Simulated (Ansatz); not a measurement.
The parent structure is ZrO2 in the fluorite structure (space group Fm-3m, No. 225).

```yaml
crystal:
  lattice:
    - [0.00000, 2.55794, 2.55794]
    - [2.55794, 0.00000, 2.55794]
    - [2.55794, 2.55794, 0.00000]
  atoms:
    - { symbol: Zr, position: [0.00000, 0.00000, 0.00000] }
    - { symbol: O, position: [0.25000, 0.25000, 0.25000] }
    - { symbol: O, position: [0.75000, 0.75000, 0.75000] }
```

Levels (all Ansatz, an electronic-structure program, PAW): PBE (420 eV, spin-orbit coupling left out); HSE06+SOC (420 eV, with spin-orbit coupling).

The geometry is relaxed with PBE.

PBE lowest conduction level above the VBM at special points: Γ 3.32 eV; X 3.75 eV; L 3.94 eV

**Question.** Predict the lowest conduction level above the VBM at special points from HSE06+SOC.

**Answer.** The lowest conduction level above the VBM at special points becomes Γ 4.93 eV; X 5.31 eV; L 5.56 eV (PBE: Γ 3.32 eV; X 3.75 eV; L 3.94 eV).

Single points use the geometry relaxed with PBE. HSE06 gaps are upper bounds (no full band path). Differences between runs with and without spin-orbit coupling are approximate. The levels and masses belong to the bands next to the band gap. No phonon test of stability was made. This is not the structure that ZrO2 has at room temperature and ambient pressure.
